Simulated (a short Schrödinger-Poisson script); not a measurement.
System: single CdTe/Cd0.7Zn0.3Te quantum well.

| layer | material | thickness (nm) |
|---|---|---|
| 1 | Cd0.7Zn0.3Te | 20 |
| 2 | CdTe | 8 |
| 3 | Cd0.7Zn0.3Te | 20 |

The device is made up for the run: typed textbook-type constants, with dimensions and the other settings drawn at random. CdTe: direct gap (eV) 1.5, conduction-band edge (eV) 0, electron mass (mₑ) 0.096, heavy-hole mass 0.6, light-hole mass 0.12. Cd0.7Zn0.3Te: direct gap (eV) 1.68, conduction-band edge (eV) 0.144, electron mass (mₑ) 0.1, heavy-hole mass 0.6, light-hole mass 0.13.

The valence-band edge of each layer lies one gap below its conduction-band edge. The electron's potential energy rises along the stack by the applied field. Mesh 0.03 nm at interfaces.

Question: Estimate e1 and hh1 for infinitely high walls at zero field, and compare with the finite well.

Answer: ħ²π²/(2mL²) gives 61.2 meV for the electron and 9.8 meV for the heavy hole. The finite well gives 29.6 and 5.4 meV, 0.48 and 0.56 of the estimates, as the states reach into the barriers (7 % of e1 lies outside the well).

From a short Schrödinger-Poisson script (our own, NumPy): one-band effective-mass equation with BenDaniel-Duke matching, electrons, heavy and light holes apart, hard walls at the outer ends, one valence edge for both holes (no strain splitting), no charge, excitons, band mixing or non-parabolicity; under a field the levels are quasi-bound states of a box, listed while three quarters of their weight lies within 4 nm of the wells.
